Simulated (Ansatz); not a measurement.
Element substitutions in CaO

Base system: CaO in the rock salt structure (space group Fm-3m, No. 225; a = 4.8307 Å).

Each row replaces one element on all its sites; cell and atoms are relaxed.

Calculations: Kohn–Sham DFT with the PBE functional, run in Ansatz (a quantum-chemistry and plane-wave program) with PAW and 420 eV plane waves, without spin-orbit coupling.

Task: Only one of these has no band gap. Which?
(A) O → Se
(B) Ca → Sr
(C) O → F

Result: C, O → F. Computed: O → Se: 2.08 eV; O → F: zero; Ca → Sr: 3.33 eV

No phonon test of stability was made. As relaxed here, CaF is a hypothetical phase, not in the database extracts checked. The final runs are not spin-polarised. An odd electron count without spin: CaF.
